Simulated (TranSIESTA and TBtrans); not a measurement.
Run with TranSIESTA and TBtrans (open boundaries, self-consistent; PseudoDojo norm-conserving potentials, scalar-relativistic): Spin polarized, PAO.BasisSize DZP, PAO.EnergyShift 0.15 eV, XC.Authors PBE, Mesh.Cutoff 200 Ry, ElectronicTemperature 300 K, TS.Voltage 0.0 eV, TBT.Elecs.Eta 0.001 eV.

Device: Pb chain with one Ir atom in place of Pb. Leads: straight Pb chain, spacing 2.85 Å. Geometry: 3 atoms about the centre moved by SIESTA (PBE, DZP) to a largest force of 0.01 eV/Å, all others as built, motion along the axis alone.

### Question
Give the largest eigenchannel transmissions at the Fermi level (four at most) and the total.

### Answer
Up: 0.88, 0.73, 0.73 (total 2.35); down: 0.92, 0.92, 0.83 (total 2.67). Moments were seeded on the central atoms alone, and one start was tried. The straight chain is held at its spacing; free chains may zigzag or dimerise. Spin-orbit coupling, left out here, matters for the heavy atoms.
